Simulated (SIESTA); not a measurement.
## SIESTA run on YAlCo4 (P-6m2, 6 atoms in the cell): self-consistent single point

Computed with LDA PW92, numerical atomic orbitals TZP, PseudoDojo LDA standard norm-conserving potentials (rewritten from UPF to PSML) (SIESTA).

Input:

```
# files in the folder: Y.psml Al.psml Co.psml (PseudoDojo LDA standard)
SystemName  YAlCo4
SystemLabel YAlCo4

NumberOfAtoms                6
NumberOfSpecies              3
%block ChemicalSpeciesLabel
  1 39 Y
  2 13 Al
  3 27 Co
%endblock ChemicalSpeciesLabel
LatticeConstant              1.0 Ang
%block LatticeVectors
     5.045860000    0.000000000    0.000000000
    -2.522930000    4.369843000    0.000000000
     0.000000000    0.000000000    3.871330000
%endblock LatticeVectors
AtomicCoordinatesFormat      Ang
%block AtomicCoordinatesAndAtomicSpecies
     2.522932523    1.456612877    0.000000000  1
     0.000000000    0.000000000    0.000000000  2
    -0.000002523    2.913230123    0.000000000  3
     1.235733637    3.626676911    1.935665000  3
     0.000002523    1.486327809    1.935665000  3
    -1.235728591    3.626676911    1.935665000  3
%endblock AtomicCoordinatesAndAtomicSpecies

XC.functional                LDA
XC.authors                   PW92
PAO.BasisSize                TZP
PAO.EnergyShift              0.01 Ry
MeshCutoff                   300 Ry
%block kgrid.MonkhorstPack
    5   0   0  0.0
    0   5   0  0.0
    0   0   6  0.0
%endblock kgrid.MonkhorstPack
OccupationFunction           MP
OccupationMPOrder            0
ElectronicTemperature        50.0 meV
Spin                         polarized
%block DM.InitSpin
  1 +0.00
  2 +0.00
  3 +3.00
  4 +3.00
  5 +3.00
  6 +3.00
%endblock DM.InitSpin

MaxSCFIterations             150
SCF.Mixer.Method             Pulay
SCF.Mixer.Weight             0.1
SCF.Mixer.History            8
SCF.DM.Tolerance             1.0E-04
Diag.ParallelOverK           true
WriteForces                  true
Charge.Mulliken              end
```

The program printed (abridged):

```
reinit: Reading from file input.fdf

reinit: System Name: YAlCo4
reinit: System Label: YAlCo4

NOTE on units for spin output:
{S} is the spin magnetic moment, in units of the Bohr magneton,
assuming a g-factor for the electron spin of exactly 2.
The spin magnetic moment is then numerically equal to the charge inbalance,
in units of electrons, between the spin-up and -down channels.

coor:   Atomic-coordinates input format  =     Cartesian coordinates
coor:                                          (in Angstroms)

siesta: Atomic coordinates (Bohr) and species
siesta:      4.76765   2.75260   0.00000  1        1
siesta:      0.00000   0.00000   0.00000  2        2
siesta:     -0.00000   5.50521   0.00000  3        3
siesta:      2.33520   6.85343   3.65788  3        4
siesta:      0.00000   2.80875   3.65788  3        5
siesta:     -2.33519   6.85343   3.65788  3        6

siesta: System type = bulk

initatomlists: Number of atoms, orbitals, and projectors:      6   142   108

siesta: ******************** Simulation parameters ****************************
redata: Spin configuration                          = collinear
redata: Time-Reversal Symmetry                      = T
redata: Number of Atomic Species                    =        3
redata: Mesh Cutoff                                 =   300.0000 Ry
redata: Net charge of the system                    =     0.0000 |e|
redata: Min. number of SCF Iter                     =        0
redata: Max. number of SCF Iter                     =      150
redata: SCF convergence failure will abort job
redata: SCF mix quantity                            = Hamiltonian
redata: Mix DM or H after convergence               =   F
redata: Recompute H after scf cycle                 =   F
redata: Mix DM in first SCF step                    =   T
redata: No kicks to SCF
redata: DM Mixing Weight for Kicks                  =     0.5000
   [... lines left out ...]
diag: Used triangular part                          = Lower
diag: Absolute tolerance                            =  0.100E-15
diag: Orthogonalization factor                      =  0.100E-05
diag: Memory factor                                 =  1.0000

superc: Internal auxiliary supercell:     5 x     5 x     5  =     125
superc: Number of atoms, orbitals, and projectors:    750  17750  13500

                        Single-point calculation

superc: Internal auxiliary supercell:     5 x     5 x     5  =     125
superc: Number of atoms, orbitals, and projectors:    750  17750  13500

outcell: Unit cell vectors (Ang):
        5.045860    0.000000    0.000000
       -2.522930    4.369843    0.000000
        0.000000    0.000000    3.871330

outcell: Cell vector modules (Ang)   :    5.045860    5.045860    3.871330
outcell: Cell angles (23,13,12) (deg):     90.0000     90.0000    120.0000
outcell: Cell volume (Ang**3)        :     85.3613
new_DM -- step:     1
Initializing Density Matrix...

Attempting to read DM from file... Failed...
DM filled with atomic data (user-defined):

InitMesh: MESH = 48 x 48 x 48 = 110592
InitMesh: Mesh cutoff (required, used) =   300.000   333.467 Ry

stepf: Methfessel-Paxton step function
       Using Hermite-Gauss polynomials of order  0
        iscf     Eharris(eV)        E_KS(eV)     FreeEng(eV)     dDmax    Ef(eV) dHmax(eV)
   scf:    1   -17582.820921   -17741.942431   -17741.956224  1.340065 -2.705101 27.862605
     spin moment: {S} , |S| = {        0.0        0.0    8.32171 }     8.32171
   scf:    2   -17829.876534   -17799.646051   -17799.650102  0.392292 -4.109587 11.144762
     spin moment: {S} , |S| = {        0.0        0.0    7.26098 }     7.26098
   scf:    3   -17807.308852   -17806.256720   -17806.270296  0.171837 -4.749008  4.426929
     spin moment: {S} , |S| = {        0.0        0.0    6.09348 }     6.09348
   scf:    4   -17806.697792   -17806.699664   -17806.711751  0.055623 -4.769448  3.938151
     spin moment: {S} , |S| = {        0.0        0.0    5.97624 }     5.97624
   scf:    5   -17808.205021   -17807.557030   -17807.566654  0.054563 -4.862097  1.086752
     spin moment: {S} , |S| = {        0.0        0.0    5.33547 }     5.33547
   scf:    6   -17807.444395   -17807.598159   -17807.607754  0.056398 -5.079511  1.857922
   [... lines left out ...]
   scf:   23   -17807.845973   -17807.845956   -17807.854006  0.000338 -5.194092  0.007035
     spin moment: {S} , |S| = {        0.0        0.0    4.02428 }     4.02428
   scf:   24   -17807.845977   -17807.845967   -17807.854009  0.000134 -5.194382  0.002683
     spin moment: {S} , |S| = {        0.0        0.0    4.02333 }     4.02333
   scf:   25   -17807.845963   -17807.845965   -17807.854009  0.000042 -5.194448  0.003231
     spin moment: {S} , |S| = {        0.0        0.0    4.02332 }     4.02332
   scf:   26   -17807.845973   -17807.845969   -17807.854011  0.000174 -5.194670  0.001684
     spin moment: {S} , |S| = {        0.0        0.0    4.02234 }     4.02234
   scf:   27   -17807.845953   -17807.845961   -17807.854012  0.000158 -5.194804  0.001266
     spin moment: {S} , |S| = {        0.0        0.0    4.02214 }     4.02214
   scf:   28   -17807.845964   -17807.845962   -17807.854012  0.000022 -5.194808  0.000944
     spin moment: {S} , |S| = {        0.0        0.0    4.02195 }     4.02195
SCF Convergence by DM+H criterion
max |DM_out - DM_in|         :     0.0000216410
max |H_out - H_in|      (eV) :     0.0009438241
SCF cycle converged after 28 iterations

Using DM_out to compute the final energy and forces

siesta: E_KS(eV) =           -17807.8460

siesta: E_KS - E_eggbox =    -17807.8460

siesta: Atomic forces (eV/Ang):
     1   -0.000020    0.000002    0.000000
     2    0.000021   -0.000003    0.000000
     3    0.000050   -0.000048   -0.000000
     4   -0.262792   -0.151716   -0.000000
     5   -0.000008    0.303464   -0.000000
     6    0.262764   -0.151707   -0.000000
   Tot    0.000015   -0.000008    0.000000
   Max    0.303464
   Res    0.123879    sqrt( Sum f_i^2 / 3N )
   Max    0.303464    constrained

Stress tensor Voigt[x,y,z,yz,xz,xy] (kbar):      139.73      139.73      149.06        0.00        0.00       -0.00
(Free)E + p*V (eV/cell)   -17815.4644
Target enthalpy (eV/cell)   -17807.8540

siesta: Program's energy decomposition (eV):
siesta: Ebs     =     -2875.996416
siesta: Eions   =     22278.241069
siesta: Ena     =      1862.379375
siesta: Ekin    =      7715.623458
siesta: Enl     =     -1968.334241
siesta: Eso     =         0.000000
siesta: Edftu   =         0.000000
siesta: DEna    =       128.297600
siesta: DUscf   =         2.991678
siesta: DUext   =         0.000000
siesta: Ex      =     -3040.410933
siesta: Ec      =      -230.151828
siesta: Exc     =     -3270.562761
siesta: Eharris =    -17807.845964
siesta: Etot    =    -17807.845962
siesta: FreeEng =    -17807.854012

siesta: Atomic forces (eV/Ang):
siesta:      1   -0.000020    0.000002    0.000000
siesta:      2    0.000021   -0.000003    0.000000
siesta:      3    0.000050   -0.000048   -0.000000
siesta:      4   -0.262792   -0.151716   -0.000000
siesta:      5   -0.000008    0.303464   -0.000000
siesta:      6    0.262764   -0.151707   -0.000000
siesta: ----------------------------------------
siesta:    Tot    0.000015   -0.000008    0.000000

siesta: Stress tensor (static) (eV/Ang**3):
siesta:     0.087212   -0.000000    0.000000
siesta:    -0.000000    0.087213   -0.000000
siesta:     0.000000    0.000000    0.093039

   [... lines left out ...]
siesta: Cell volume =         85.361340 Ang**3
siesta:        -142.84142082       -134.71435010  kBar
   [... lines left out ...]
              0.205   0.153   0.660   0.662   0.631   0.662   0.660  -0.056

             -0.090  -0.069  -0.090  -0.056   0.011   0.036   0.014   0.036

              0.011
   4  7.808   0.958   0.188  -0.245   0.270   1.002   1.001   1.002   0.149
              0.158   0.172   0.607   0.630   0.718   0.665   0.663  -0.070

             -0.050  -0.085  -0.073  -0.085   0.046   0.039   0.042   0.060

              0.047
   5  7.808   0.958   0.188  -0.245   0.270   1.002   1.001   1.001   0.184
              0.158   0.137   0.692   0.683   0.718   0.612   0.579  -0.092

             -0.085  -0.085  -0.038  -0.063   0.047   0.070   0.042   0.029

              0.046
   6  7.808   0.958   0.188  -0.245   0.270   1.002   1.001   1.002   0.149
              0.158   0.172   0.607   0.630   0.718   0.665   0.663  -0.070

             -0.050  -0.085  -0.073  -0.085   0.046   0.039   0.042   0.060

              0.047

mulliken: Qtot =       38.989

Mulliken Atomic Populations:
Atom #   charge [q] valence [e]      Sz [e]  Species
     1     0.226308   10.773692   -0.385582  Y
     2    -1.227073    4.227073   -0.171344  Al
     3     0.087549   16.912451    1.339859  Co
     4     0.304400   16.695600    1.079668  Co
     5     0.304416   16.695584    1.079677  Co
     6     0.304401   16.695599    1.079676  Co
 Total    -0.000000                4.021955
```

The run converged in 28 iterations.

The starting cell comes from a database of computed structures (which also holds hypothetical and non-ambient phases and stackings), without a prior relaxation at this level. The magnetic order is the one reached from the typed start; others were not searched systematically. Values carry the incompleteness of an atom-centred basis. With a pressure of about -14 GPa the cell is away from its equilibrium volume at this level.

Cost on one core of a shared machine: roughly 3 min.
